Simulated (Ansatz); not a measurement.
# KI: response to strain

Base system: KI in the rock salt structure (space group Fm-3m, No. 225; a = 7.0065 Å). Axes: x, y, z lie along the cube axes.

Strains are applied to the cell and any free atomic positions relax; under biaxial strain the out-of-plane vector relaxes too; under stress the whole cell relaxes.

Computed with Ansatz (a quantum-chemistry and plane-wave program), PBEsol, PAW, cutoff 420 eV, spin-orbit coupling left out.

Candidates:
(a) uniaxial strain ε_zz = +0.25 %
(b) uniaxial stress, 1 GPa compression along z
(c) uniaxial strain ε_zz = +5.45 %
(d) biaxial strain +1.96 %, plane normal [110], relaxed out of plane

Notes on the quantities. energy relative to the base: free energy F.

Question: Order them by energy relative to the base, highest first.

Answer: (c) uniaxial strain ε_zz = +5.45 % (+9.1 meV/atom), (b) uniaxial stress, 1 GPa compression along z (+3.6 meV/atom), (d) biaxial strain +1.96 %, plane normal [110], relaxed out of plane (+2.1 meV/atom), (a) uniaxial strain ε_zz = +0.25 % (0.0 meV/atom)

A biaxial case was relaxed in a doubled cell and then solved in the primitive one. Stability under load was not tested beyond the relaxation.
